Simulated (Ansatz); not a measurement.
We look at the energy of the reaction as written. Reaction: 3 cell B → cell A. A negative value means that the right-hand side lies lower.

Cell A: a sheet of composition Y3, 3 atoms, hexagonal cell of 6.62 Å (37.9 Å²), symmetry P6/mmm, 0.0 Å thick under 16 Å of vacuum, in-plane vectors relaxed; planes from bottom to top: Y3, all atoms in one plane; a model cell; spin state with PBE: no moments, k-point mesh 12×12×1.
```
Y
1.0
    6.61586     0.00000     0.00000
   -3.30793     5.72951     0.00000
    0.00000     0.00000    16.00000
Y
3
Direct
  0.50000   0.00000   0.50000
  0.00000   0.50000   0.50000
  0.50000   0.50000   0.50000
```

Cell B: a sheet of composition Y, 1 atom, hexagonal cell of 3.44 Å (10.2 Å²), symmetry P6/mmm, 0.0 Å thick under 16 Å of vacuum, in-plane vectors relaxed; planes from bottom to top: Y; a model cell; spin state with PBE: net moment 1.2 μB a cell, k-point mesh 24×24×1.
```xyz
1
Lattice="3.4369 0.0000 0.0000 -1.7185 2.9765 0.0000 0.0000 0.0000 16.0000" Properties=species:S:1:pos:R:3 pbc="T T T"
Y      0.0000     0.0000     8.0000
```

Computed with Ansatz (plane waves, PAW), its PAW set soft_1, cutoff 420 eV. The structures are at rest with PBE. Neutral cells; Fermi-Dirac smearing of at most 0.10 eV in the solids, energies taken to zero width. A dispersion term (D3(BJ), or D4 for r2SCAN) was computed beside these levels and is taken off wherever the name lacks it. No zero-point or thermal terms. Spin states are those reached from the starting moments, not proven ground states. The cells' k-point meshes differ in density, so the last digit is unsettled. Small moments in a metal shrink under a smearing of 0.1 eV, so the spin state is less sure. Cell A has symmetry P6/mmm and got no random move, so less symmetric positions, which may lie lower, weren't tried. Cell B has symmetry P6/mmm and got no random move, so less symmetric positions, which may lie lower, weren't tried.

### Question
Estimate the value that PBE returns for this input.

### Answer
1.97 eV, for 3 cell B → cell A.

Ansatz is a program for electronic structure.
